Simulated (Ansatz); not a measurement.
An Ansatz (a quantum-chemistry and plane-wave program) run: hypothetical P6_422 BeS; DFT with PBEsol, PAW potentials and a 420 eV plane-wave cutoff in Ansatz, without spin-orbit coupling.

Input:

Ansatz 0.2 input:
```yaml
crystal:
  lattice:
    - [3.4236187881, 0, 0]
    - [-1.7118093941, 2.9649408434, 0]
    - [0, 0, 7.7457096772]
  atoms:
    - { symbol: Be, position: [0, 0.5, 0.3333333333] }
    - { symbol: Be, position: [0.5, 0.5, 0.6666666667] }
    - { symbol: Be, position: [0.5, 0, 0] }
    - { symbol: S, position: [0, 0.5, 0.8333333333] }
    - { symbol: S, position: [0.5, 0.5, 0.1666666667] }
    - { symbol: S, position: [0.5, 0, 0.5] }
basis: { ecutwfc: 420, ecutrho_ratio: 4, xc_grid: 2, fft_grid_basis: typed }
kpoints: { mp_grid: { grid: [11, 11, 5] } }
hamiltonian:
  xc: pbesol
  dispersion: none
  pseudopotentials: { kind: paw }
scf: { occupations: { method: fermi_dirac, width: 0.05 }, convergence: { dr2_threshold: 0.0000000006 } }
output: { forces: true, stress: true }
```

Output (explanatory and most iteration lines left out):

```
Pseudopotential: Be, paw, valence charge 2
Pseudopotential: S, paw, valence charge 6
Crystal: 6 atoms, lattice volume = 78.625 Å³
Basis set: ecut = 420 eV, 1513 PW (Γ), exchange–correlation on 48×48×108 points (8 copies of the dense FFT grid, shifted against one another)
Bands: 18, of which v1, the nominal top of the filled ones, is band 12 counted from 1 (11 counted from 0)
Symmetry: 12 space group operations
Space group: P6422 (ITA 181), of the structure as read, at distance tolerance 4.3e-5 Å
k-points: 48 of 605 (time reversal used)
Functional: x = pbesol(κ = 0.804, μ = 0.12345679012345678), c = pbesol(β = 0.046)
SCF iter   1: F=—  HF=-2930.595733 eV  |F-HF|=—  |Δ(HF+E_count)|=         —  Δρ=4.46e-3  dr2=1.96e-2  ethr=1.77e-3  ⟨swp⟩=6.9  Hψ=5364  notcnv=0
SCF iter   2: F=—  HF=-2930.590724 eV  |F-HF|=—  |Δ(HF+E_count)|=   5.01e-3  Δρ=1.80e-3  dr2=2.40e-3  ethr=8.15e-5  ⟨swp⟩=2.1  Hψ=1800  notcnv=0  defer=1
SCF 1 converged in 7 iterations: F = -2930.590814 eV  dr2 = 3.02e-10
SCF converged after 7 iterations
Free energy (F): -2930.590814 eV
Internal energy: -2930.590814 eV  (E = F + TS)
E sigma→0 (E₀):  -2930.590814 eV
Fermi energy:    8.182808 eV
--- Forces (eV/Å), atoms counted from 1 ---
  atom   1  Be    -0.00000000     0.00000000     0.00000000
  atom   2  Be     0.00000000    -0.00000000    -0.00000000
  atom   3  Be    -0.00000000    -0.00000000    -0.00000000
  atom   4  S      0.00000000     0.00000000     0.00000000
  atom   5  S      0.00000000    -0.00000000    -0.00000000
  atom   6  S     -0.00000000    -0.00000000    -0.00000000
--- Stress (GPa, compression-positive) ---
        0.003077       0.000000       0.000000
       -0.000000       0.003077       0.000000
        0.000000       0.000000       0.007726
  P = ⅓ Tr σ = 0.0046 GPa (0.046 kbar)
```

No phonon test of stability was made. The base started in P3_121 and relaxed to P6_422 at this level. The cell is BeS (space group P6_422, No. 181; a hypothetical phase, not in the database extracts checked).
